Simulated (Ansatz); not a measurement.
TaAlB (model structure, started from the MoAlB type, Cmcm, No. 63, 6 atoms in the cell), treated with LDA (plane waves, PAW; Ansatz, an electronic-structure program).

Input file:

Ansatz 0.2 input:
```yaml
crystal:
  lattice:
    - [1.6248720373, -7.1725729587, 0.0]
    - [1.6248720373, 7.1725729587, 0.0]
    - [0.0, 0.0, 3.0524086316]
  atoms:
    - { symbol: Al, position: [0.7004193126, 0.2995806874, 0.25] }
    - { symbol: Al, position: [0.2995806874, 0.7004193126, 0.75] }
    - { symbol: B, position: [0.468861205, 0.531138795, 0.75] }
    - { symbol: B, position: [0.531138795, 0.468861205, 0.25] }
    - { symbol: Ta, position: [0.0886370777, 0.9113629223, 0.75] }
    - { symbol: Ta, position: [0.9113629223, 0.0886370777, 0.25] }
basis:
  ecutwfc: 520
  ecutrho_ratio: 4
  xc_grid: 2
kpoints:
  mp_grid: { grid: [18, 18, 18] }
hamiltonian:
  xc: lda
  dispersion: none
  pseudopotentials: { kind: paw }
scf:
  occupations: { method: fermi_dirac, width: 0.05 }
output:
  forces: true
  stress: true
  eigenvalues: true
relax:
  f_tol: 0.004
  escape_saddle: false
  max_steps: 80
  cell: { stress_tol: 0.02, fix: [volume] }
```

Output (set-up and result lines):

```
Relaxation: its limit of steps is 80 (relax.max_steps)
Crystal: 6 atoms, lattice volume = 71.149 Å³
Basis set: ecut = 520 eV, 1915 PW (Γ), FFT grids on a1+a2, a2, a3, exchange–correlation on 50×120×48 points (8 copies of the dense FFT grid, shifted against one another)
Bands: 25, of which v1, the nominal top of the filled ones, is band 19 counted from 1 (18 counted from 0)
Symmetry: 8 space group operations
Space group: Cmcm (ITA 63), of the structure as read, at distance tolerance 4.1e-5 Å
k-points: 910 of 5832
Functional: x = slater, c = lda
SCF iter   1: F=—  HF=-20693.731632 eV  |F-HF|=—  |Δ(HF+E_count)|=         —  Δρ=5.62e-3  dr2=2.62e-2
SCF iter   2: F=—  HF=-20693.726497 eV  |F-HF|=—  |Δ(HF+E_count)|=   5.13e-3  Δρ=3.10e-3  dr2=6.23e-3
  ...
SCF 1 converged in 6 iterations: F = -20693.724742 eV  dr2 = 4.35e-9
Crystal: 6 atoms, lattice volume = 71.149 Å³
Initial density: handed on by an earlier stage of this run
SCF 2 converged in 5 iterations: F = -20693.724972 eV  dr2 = 4.98e-8
  ...
SCF 3 converged in 5 iterations: F = -20693.726245 eV  dr2 = 6.81e-9
Crystal: 6 atoms, lattice volume = 71.149 Å³
SCF 4 converged in 4 iterations: F = -20693.726353 eV  dr2 = 1.43e-8
Crystal: 6 atoms, lattice volume = 71.149 Å³
SCF 5 converged in 4 iterations: F = -20693.726391 eV  dr2 = 1.15e-8
Crystal: 6 atoms, lattice volume = 71.149 Å³
SCF 6 converged in 4 iterations: F = -20693.726393 eV  dr2 = 9.24e-11
Crystal: 6 atoms, lattice volume = 71.149 Å³
SCF iter   2: F=—  HF=-20693.726394 eV  |F-HF|=—  |Δ(HF+E_count)|=   9.70e-7  Δρ=1.02e-5  dr2=1.28e-9
SCF iter   3: F=-20693.726394 eV  HF=-20693.726394 eV  |F-HF|=1.82e-11  |Δ(HF+E_count)|=   3.82e-8  Δρ=2.18e-7  dr2=6.86e-12
SCF 7 converged in 3 iterations: F = -20693.726394 eV  dr2 = 6.86e-12
SCF converged after 3 iterations
Free energy (F): -20693.726394 eV
Internal energy: -20693.709138 eV  (E = F + TS)
E sigma→0 (E₀):  -20693.717766 eV
Fermi energy:    15.288993 eV
--- Forces (eV/Å), atoms counted from 1 ---
  atom   1  Al     0.00000000    -0.00036551    -0.00000000
  atom   2  Al    -0.00000000     0.00036551     0.00000000
  atom   3  B      0.00000000    -0.00017666     0.00000000
  atom   4  B     -0.00000000     0.00017666     0.00000000
  atom   5  Ta    -0.00000000     0.00002286     0.00000000
  atom   6  Ta     0.00000000    -0.00002286    -0.00000000
--- Stress (GPa, compression-positive) ---
        4.395880      -0.000000      -0.000000
       -0.000000       4.394916      -0.000000
       -0.000000      -0.000000       4.397007
  P = ⅓ Tr σ = 4.3959 GPa (43.959 kbar)
```

The cell is one volume of an energy–volume scan, off the minimum.

The PAW data were made under PBE.

Note: the relaxation could raise the start's symmetry but not lower it, so the cell can be a saddle point.

Computing time: around 12 core-minutes (rough).

A model structure was made by putting elements into a prototype or built by hand; it is no filed structure, need not be a known phase, and can be a saddle point held by its symmetry.
